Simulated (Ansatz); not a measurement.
The reference is TiB$_{2}$ (space group P6/mmm, No. 191; a = 3.032 Å, c = 3.224 Å; relaxed with 0.1 eV smearing).

The values are results of DFT with PBE, PAW potentials and a 420 eV plane-wave cutoff in Ansatz (a quantum-chemistry and plane-wave program), no spin-orbit coupling, not measurements.

Strains are applied to the cell and any free atomic positions relax.

One change was made to it. Results:

```csv
quantity,base,after
energy relative to the base (free energy F),0 meV/atom,+41 meV/atom
band gap,zero,zero
"pressure (mean of the normal stresses, compression positive)",0.0 GPa,22.4 GPa
```

Question: Name the change that was made.
(A) isotropic strain +2.50 %
(B) isotropic strain −2.50 %
(C) isotropic strain −1.00 %
(D) isotropic strain −0.50 %

Answer: B, isotropic strain −2.50 %. For comparison, the energy relative to the base in the other runs: isotropic strain −1.00 % gives +6.3 meV/atom; isotropic strain −0.50 % gives +1.6 meV/atom; isotropic strain +2.50 % gives +36 meV/atom.

No phonon test of stability was made. The final runs are not spin-polarised.
